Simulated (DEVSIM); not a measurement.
Structure: Al/SiON/p-GaAs capacitor, at 400 K.

```
layer (left to right)  material  thickness (nm)  Na (cm⁻³)
---------------------  --------  --------------  ---------
1                          SiON            3.80          -
2                          GaAs            2000       1e17
```

Metal gate on the left, work function 4.1 eV. Fixed charge at the semiconductor interface 0 cm⁻² (in units of +e); no interface traps.

The device is made up for the run: typed textbook-type constants, with dimensions and the other settings drawn at random. Values at 300 K; Nc and Nv go as T^1.5, mobilities as T to minus their exponent, the gap by Varshni's rule with the affinity fixed.

```
parameter         SiON      GaAs
----------------  ----  --------
gap (eV)             7     1.424
affinity (eV)      1.4      4.07
permittivity       5.5      12.9
Nc (cm⁻³)            -    4.7e17
Nv (cm⁻³)            -      9e18
Varshni α (eV/K)     -  0.000541
Varshni β (K)        -       204
```

DEVSIM, 1D Poisson equation in equilibrium, Boltzmann statistics, complete ionisation; no quantum confinement or tunnelling. Metal contacts follow the ideal Schottky-Mott rule: no Fermi-level pinning, no interface dipoles.

The SiON thickness was swept, all else fixed.

```tsv
SiON thickness (μm)	minimum of the low-frequency capacitance (μF/cm²)	threshold voltage (band bending 2φF) (V)	capacitance of the dielectric stack (μF/cm²)
0.0015	0.0964	0.02	3.25
0.0021	0.0950	0.05	2.32
0.0027	0.0943	0.08	1.80
0.0032	0.0939	0.10	1.52
0.0038	0.0926	0.12	1.28
0.0046	0.0906	0.16	1.06
```

From the first row to the last the minimum of the low-frequency capacitance goes from 0.0964 to 0.0906. From the first row to the last the threshold voltage (band bending 2φF) goes from 0.02 to 0.16.
